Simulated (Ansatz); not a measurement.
# Worked sum: formation energy of the neutral C_i in SiC (4H, P6₃mc)

This concerns the formation energy of the neutral C_i in SiC (4H, P6₃mc). Reaction: C (graphite) + 64 SiC (4H) → cell A.

A: a supercell of 128 sites of SiC (4H, P6₃mc) with C off the lattice sites (1 C at 1.34 Å and 1 Si at 1.76 Å); spin state with PBE: run without spin.

Setting: static, neutral cells in Ansatz (PAW) whose structures rest at the PBE+D3(BJ) level. Ansatz (a first-principles code) runs with its default PAW set. Other levels take these structures. The lattices are those relaxed with PBE+D3(BJ), so at other levels the solids can be strained, which adds to the spread. Larger cells are relaxed from a start prepared with the learned potential CHGNet till forces fall under 0.03 eV/Å, which some starts already meet. The PAW files were made for PBE and serve at the other functionals too. Space groups of crystals are read within 0.01 Å. Mesh and cell size may move defect energies by 0.1 eV or more. The value holds for the reservoirs listed; other chemical potentials shift it. Cell A has symmetry Cm within 0.02 Å and got no random move, so less symmetric positions, which may lie lower, weren't tried.

Total energies of the cells in eV, at zero smearing width. They compare only within one column; the weights balance every element.

| cell | atoms | weight | r2SCAN+D4 | LDA |
|---|---|---|---|---|
| A: SiC:C_i | 129 | +1 | -57305.29092 | -54776.75042 |
| C (graphite) | 4 | −1/4 | -1006.96431 | -971.91362 |
| SiC (4H) | 128 | −1 | -57061.14880 | -54540.79227 |

r2SCAN+D4: (-57305.29092) − 1/4 × (-1006.96431) − (-57061.14880) = 7.599 eV.

LDA: (-54776.75042) − 1/4 × (-971.91362) − (-54540.79227) = 7.020 eV.

What follows from the r2SCAN+D4 value: The value above is the C-rich limit, with C (graphite) as reservoir. The host forms with -0.33 eV/atom at this level, so before it gives way to its other element Δμ(C) can go down to -0.33 × 2 = -0.66 eV (other compounds may narrow the range). The defect takes up 1 C, so the C-poor limit is 7.60 − 1 × (-0.66) = 8.26 eV.
